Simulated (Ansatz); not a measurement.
Cell and atoms of amorphous C12Sb12Se36:

```xyz
60
Lattice="12.4928 0.0781 -0.2739 0.0781 11.6147 -0.3400 -0.2739 -0.3400 10.6602" Properties=species:S:1:pos:R:3 pbc="T T T"
C      5.1242     7.2795     8.6659
C      5.6989     5.0478     9.8846
C      1.6512     5.3860     2.9687
C      4.7735     4.9178     8.8838
C      0.8138     4.5244     2.3468
C      4.4669     6.1455     8.2172
C      7.4437     9.4087     2.6842
C     10.0312     0.4628     2.4550
C      8.2558     9.4181     1.5989
C      4.9614     8.6407     8.2106
C      7.3353     5.3220     5.1989
C     12.1732     0.6767     7.9254
Sb     8.8965     3.6242     7.7847
Sb     3.6547     0.2298    10.3577
Sb     4.3268    11.1176     6.0307
Sb     5.3484    10.0873     2.3983
Sb    11.5148     6.2561    -0.3564
Sb    11.5623     9.5292    -0.5037
Sb    10.9187     7.4252     6.4921
Sb     1.3114     2.6423     1.4505
Sb     8.9533     1.2240     5.3007
Sb     3.4946     3.1926     8.4947
Sb     1.7166     9.0656     3.4054
Sb     0.3993     3.3626     5.5049
Se    10.2436     3.4832     4.9699
Se     7.9109     6.0402     6.8388
Se     6.6848     3.6401     4.8953
Se     3.5345     3.9819     5.9591
Se     3.2072     6.2105     6.7508
Se     6.2826     6.8337    10.1206
Se     3.5469     5.3001     2.9323
Se     8.0256     8.6036     4.3101
Se     4.1472     8.6024     4.3378
Se    11.3780     4.3942     8.1584
Se     0.9717     1.1825     6.9651
Se     6.2109     9.4780     7.1374
Se     2.6194    11.2006     1.4119
Se     8.6797     1.7005     2.5901
Se     9.4962     8.8174     8.1832
Se     6.3865     0.4942     0.8203
Se     9.0156     4.2653    -0.2348
Se    10.3231     0.7401     7.8582
Se     5.6377     0.4784     4.4116
Se     6.6844     4.0027     0.3095
Se     1.3435     5.9685    10.3356
Se     2.1112     8.5925     0.7490
Se     0.9327     6.6789     4.2065
Se     3.3380     9.4883     8.6109
Se     0.4890    -0.2959     9.5996
Se     7.8393    10.2269    -0.1059
Se     0.1141     9.2981     6.1292
Se     0.6514     7.8182     8.0831
Se    10.6793    11.1858     3.6641
Se     1.1544     1.5162     3.8064
Se    10.9668     0.4244     0.8304
Se     3.8539     3.4109     1.4111
Se     7.3616     6.3360     3.6400
Se     9.8754     8.4348     1.4830
Se    11.4164     4.8375     1.9163
Se     5.3665     1.4005     8.0198
```

These are PBE-D3(BJ), scalar-relativistic without spin-orbit coupling, PAW (Ansatz default set, large-core Se) (plane waves to 420 eV; Ansatz, an electronic-structure program) values and carry that method's errors.

A CHGNet melt-quench gave the starting glass, which DFT then relaxed. The hot cell started wider than the set density and was brought back towards it in steps. It is the lowest in DFT energy of 3 quenches. It is a model cell: composition and starting density were chosen by hand, and all elements were melted together. The geometry includes D3(BJ) dispersion. Its density started from a set value of 4.70 and ended at 4.78 g/cm³. Cooling (nominally 120 K/ps over its main leg) ran many orders faster than in experiment, which tends to leave more defects and strain. Values belong to this one cell and scatter from quench to quench. Volume and shape were free in the relaxation.

Bonds are counted up to C-C 1.68 Å, C-Sb 2.42 Å, C-Se 2.14 Å, Sb-Sb 3.34 Å, Sb-Se 2.90 Å, Se-Se 2.76 Å.

Give the coordination numbers, mean bond lengths and angles.


Mean coordination of C: 3.00 (12 with 3)
Mean coordination of Sb: 3.17 (10 with 3, 2 with 4)
Mean coordination of Se: 1.94 (3 with 1, 32 with 2, 1 with 3)
Mean Sb-Se bond: 2.677 Å (spread 0.057 Å, 33 counted)
Mean C-Se bond: 1.884 Å (spread 0.030 Å, 21 counted)
Mean Se-Se bond: 2.490 Å (spread 0.110 Å, 8 counted)
Mean C-C bond: 1.390 Å (spread 0.036 Å, 6 counted)
Bond angle at C: mean 119.9°, spread 5.7°
Bond angle at Sb: mean 94.7°, spread 16.0°
Bond angle at Se: mean 100.6°, spread 18.5°

Which atoms depart from the most common coordination of their element?

Sb17 has 4 (Se45 2.61 Å, Se34 2.63 Å, Se59 2.68 Å, Sb18 3.28 Å); Sb18 has 4 (Se39 2.69 Å, Se55 2.75 Å, Se58 2.83 Å, Sb17 3.28 Å); Se27 has 1 (C11 1.83 Å); Se42 has 1 (C12 1.85 Å; Sb21 at 2.94 Å just beyond); Se46 has 3 (Se45 2.57 Å, Sb23 2.73 Å, Se37 2.74 Å); Se49 has 1 (C12 1.85 Å).
